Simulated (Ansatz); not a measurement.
GaAs under a change: biaxial strain +0.50 %, plane normal [001], relaxed out of plane

The parent structure is GaAs in the zinc blende structure (space group F-43m, No. 216; a = 5.6590 Å). Axes: x, y, z lie along the cube axes.

One thing is altered: tensile biaxial strain of 0.50 % in the plane normal to [001], as in epitaxy on a mismatched substrate; the out-of-plane cell vector and the atoms relax.

The values are results of PBEsol (Ansatz, a first-principles code, PAW, scalar-relativistic without spin-orbit coupling), not measurements. Γ-centred 10×10×10 mesh, Fermi–Dirac width 0.05 eV.

```csv
quantity,base,changed,shift
space group,F-43m (No. 216),I-4m2 (No. 119),–
energy relative to the base (free energy F),0 meV/atom,+0.4 meV/atom,+0.4 meV/atom
"pressure (mean of the normal stresses, compression positive)",0.00 GPa,-0.37 GPa,-0.378 GPa
band gap,0.42 eV,0.34 eV,-0.08 eV
gap character,direct at Γ,direct at Γ,–
"valence-band top at Γ (three highest levels, from the VBM)","0.00, 0.00, 0.00 eV","0.00, -0.05, -0.05 eV",–
out-of-plane strain,–,-0.45 %,–
mean in-plane stress (compression positive),–,-0.6 GPa,–
```

Final structure (turned so that z lies along the plane normal):

```yaml
crystal:
  lattice:
    - [4.02149, 0.00000, 0.00000]
    - [0.00000, 4.02149, 0.00000]
    - [2.01075, -2.01075, 2.81688]
  atoms:
    - { symbol: Ga, position: [0.00000, 0.00000, 0.00000] }
    - { symbol: As, position: [0.75000, 0.75000, 0.50000] }
```

Cost of the whole job for the changed cell (relaxation, final SCF and bands): roughly 30 core-seconds.

Semilocal Kohn–Sham gaps tend to fall short of experiment. Whether these cells are dynamically stable was not tested. k-point labels follow each cell's own Brillouin zone.
